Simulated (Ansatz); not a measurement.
The parent structure is MoS2 in the 3R-MoS2 type structure (space group R3m, No. 160; layered, stacked along the Cartesian z axis).

```
CELL_PARAMETERS angstrom
      1.57655     0.91022     5.99710
     -1.57655     0.91022     5.99710
      0.00000    -1.82045     5.99710
ATOMIC_POSITIONS crystal
  Mo 0.00002 0.00002 0.00002
  S  0.75355 0.75355 0.75355
  S  0.57974 0.57974 0.57974
```

Cartesian axes are those of the cell as printed.

Calculations: plane-wave PAW DFT at the PBE-D3(BJ) level (Ansatz, an electronic-structure program, 420 eV), no SOC.

Now apply this change: uniaxial strain ε_zz = +5.87 %, all other strain components held at zero; the atoms relax in the strained cell.

Problem. Predict the stress tensor and what it implies for the stiffness.

Solution. Stress of the strained cell less that of the base (GPa, compression positive):
```
  -0.51    0.00    0.00
   0.00   -0.51    0.00
   0.00    0.00   -1.97
```

Then −Δσ_ii/ε with ε = 0.0587 gives secant stiffness values (nonlinear terms included at this strain): C33 ≈ 34 GPa, C13 ≈ 8.7 GPa and C23 ≈ 8.7 GPa.

As a check, the harmonic strain energy −½ V₀ Δσ:ε is 6.2 meV/atom; the computed energy rise is 7.4 meV/atom.

No phonon test of stability was made.
